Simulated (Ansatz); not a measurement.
**Convergence study of zone-centre phonons against the mesh for MoW (Cmmm, 2 atoms in the cell)**

```
MoW
1.0
    1.57139    -2.22313     0.00000
    1.57139     2.22313     0.00000
    0.00000     0.00000     4.46416
Mo W
1 1
Direct
  0.00000   0.00000   0.00000
  0.50000   0.50000   0.50000
```

Method: LDA (PW92), default PAW files made with PBE (plane waves; Ansatz, an electronic-structure program).

Base settings: basis.ecutwfc = 420 eV; kpoints.mp_grid.grid = 13 13 8; hamiltonian.xc = lda; hamiltonian.pseudopotentials = {kind: paw} (the program's default PAW files); scf.occupations.method = fermi_dirac; scf.occupations.width = 0.1 eV.

In this ladder: phonons.method = dfpt.

Frequencies are those of the unrelaxed cell, without the LO-TO term of polar crystals.

Only quantities that move along the ladder and can be compared are tabulated.

Core times come from one kind of shared machine, to one figure; runs under 30 s give none.

The starting cell comes from a database of computed structures (which also holds hypothetical and non-ambient phases and stackings), without a prior relaxation at this level. Its lattice was rescaled by up to half a per cent. Spin polarisation is off. In the base run, with a pressure of about -7 GPa the cell is away from its equilibrium volume at this level.

| kpoints.mp_grid.grid | highest zone-centre frequency (cm⁻¹) | core time / last (rough) |
|---|---|---|
| 4 4 2 | 247.8 | – |
| 4 4 3 | 229.0 | – |
| 5 5 3 | 237.2 | – |
| 6 6 4 | 252.1 | – |
| 8 8 5 | 234.4 | – |
| 10 10 6 | 244.7 | 0.04 |
| 12 12 7 | 238.7 | 0.05 |
| 15 15 9 | 238.4 | 0.09 |
| 19 19 11 | 240.7 | 0.2 |
| 23 23 14 | 240.4 | 0.3 |
| 29 29 17 | 240.7 | 1 |

Coarsest kpoints.mp_grid.grid that holds the highest zone-centre frequency within 5 cm⁻¹ of the last step, with all finer ones: 10 10 6, at about 0.04 of the last step's time; the step before is off by 6.2 cm⁻¹.

Keys are those of Ansatz 0.2.
